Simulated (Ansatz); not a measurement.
```yaml
crystal:
  lattice:
    - [4.24266, 0.00000, 0.00000]
    - [0.00000, 4.24266, 0.00000]
    - [0.00000, 0.00000, 4.24266]
  atoms:
    - { symbol: Cs, position: [0.00000, 0.00000, 0.00000] }
    - { symbol: Br, position: [0.50000, 0.50000, 0.50000] }
```

Computed with PBEsol, rigid bands (plane waves, PAW, scalar-relativistic; Ansatz, a first-principles code). Geometry: cell and atoms relaxed with PBEsol.

**Question.** Predict the electron conductivity mass (n e² τ/σ) at 300 K, by direction if it differs.

**Answer.** 0.30 mₑ.

**Question.** And the band gap?

**Answer.** 4.45 eV at this level; semilocal functionals usually fall short of the measured gap.

Rigid bands, one relaxation time for all states, no polarons. Spin-orbit coupling is left out; where it splits the top of the valence band it changes the hole mass and lowers the gap by about a third of the splitting.
